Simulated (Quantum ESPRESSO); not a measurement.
Worked example: self-consistent single point of MgScSe3 (C2/m, 10 atoms in the cell) in Quantum ESPRESSO.

Level of theory: LDA (PZ)+U, GBRV 1.5 ultrasoft (LDA) pseudopotentials (plane waves; Quantum ESPRESSO).

```xyz
10
Lattice="3.5299 -6.3491 0.0000 3.5299 6.3491 0.0000 -3.3073 0.0000 5.9326" Properties=species:S:1:pos:R:3 pbc="T T T"
Mg     3.5299    -2.0920     0.0000
Mg     3.5299     2.0920     0.0000
Sc     0.3288     0.0000     1.9046
Sc     3.4237     0.0000     4.0279
Se     2.5333    -4.2146     1.3395
Se     1.2192     4.2146     4.5930
Se     1.2192    -4.2146     4.5930
Se     2.5333     4.2146     1.3395
Se     0.8777     0.0000     4.4068
Se     2.8748     0.0000     1.5258
```

Reference input (self-consistent single point, DFT, LDA (PZ), plane waves, GBRV 1.5 ultrasoft (LDA) pseudopotentials): ecutwfc = 50 Ry; ecutrho = 400 Ry; occupations = smearing; smearing = gauss; degauss = 0.0036749 Ry; potentials = {Mg: mg_lda_v1.4.uspp.F.UPF, Sc: sc_lda_v1.uspp.F.UPF, Se: se_lda_v1.uspp.F.UPF}; K_POINTS = automatic 4 4 4 0 0 0; conv_thr = 1e-09 Ry; mixing_beta = 0.4. This run's input differs from it in these lines:

```diff
@@ -43,2 +43,4 @@
   -3.3072810000     0.0000000000     5.9325540000
+HUBBARD {ortho-atomic}
+U Sc-3d 2
```

The program printed (abridged):

```
     Self-consistent Calculation

     iteration #  1     ecut=    50.00 Ry     beta= 0.40

---- Real-time Memory Report at c_bands before calling an iterative solver
           896 MiB given to the printing process from OS
           396 MiB allocation reported by mallinfo(arena+hblkhd)
------------------

     =================== HUBBARD OCCUPATIONS ===================
     ------------------------ ATOM    3 ------------------------
     Tr[ns(  3)] =   0.98763
     eigenvalues:
       0.057  0.065  0.109  0.125  0.138
     ------------------------ ATOM    4 ------------------------
     Tr[ns(  4)] =   0.98763
     eigenvalues:
   [... lines left out ...]
          1221 MiB given to the printing process from OS
           469 MiB allocation reported by mallinfo(arena+hblkhd)
------------------

     =================== HUBBARD OCCUPATIONS ===================
     ------------------------ ATOM    3 ------------------------
     Tr[ns(  3)] =   1.56226
     eigenvalues:
       0.089  0.099  0.172  0.190  0.232
     ------------------------ ATOM    4 ------------------------
     Tr[ns(  4)] =   1.56226
     eigenvalues:
       0.089  0.099  0.172  0.190  0.232

     Number of occupied Hubbard levels =    3.1245

     HUBBARD ENERGY =    0.1894  (Ry)
     End of self-consistent calculation

     the Fermi energy is     4.5887 ev

!    total energy              =    -698.42941094 Ry
     estimated scf accuracy    <          1.8E-10 Ry
     smearing contrib. (-TS)   =      -0.00053007 Ry
     internal energy E=F+TS    =    -698.42888086 Ry

     Hubbard energy            =       0.18935294 Ry

     convergence has been achieved in  12 iterations

     Forces acting on atoms (cartesian axes, Ry/au):

     atom    1 type  1   force =     0.00000000   -0.00242757    0.00000000
     atom    2 type  1   force =     0.00000000    0.00242757    0.00000000
     atom    3 type  2   force =     0.00283767   -0.00000000   -0.00177118
     atom    4 type  2   force =    -0.00283767    0.00000000    0.00177118
     atom    5 type  3   force =    -0.00252875   -0.00127937   -0.00415264
   [... lines left out ...]

     Total force =     0.011909     Total SCF correction =     0.000016

          total   stress  (Ry/bohr**3)                   (kbar)     P=      -28.05
  -0.00018398   0.00000000  -0.00000373          -27.06        0.00       -0.55
   0.00000000  -0.00020727   0.00000000            0.00      -30.49        0.00
  -0.00000373   0.00000000  -0.00018085           -0.55        0.00      -26.60

   JOB DONE.
```

The run converged in 12 iterations. Against the reference run the pressure goes from -3.62 to -2.81 GPa and the largest force goes from 0.210 to 0.129 eV/Å. The full log also holds: “c_bands:  1 eigenvalues not converged”. The full log also holds: “c_bands:  2 eigenvalues not converged”.

The starting cell comes from a database of computed structures (which also holds hypothetical and non-ambient phases and stackings), without a prior relaxation at this level. Spin polarisation is off. The U value is a test value.

Cost on one core of a shared machine: roughly 10 min.
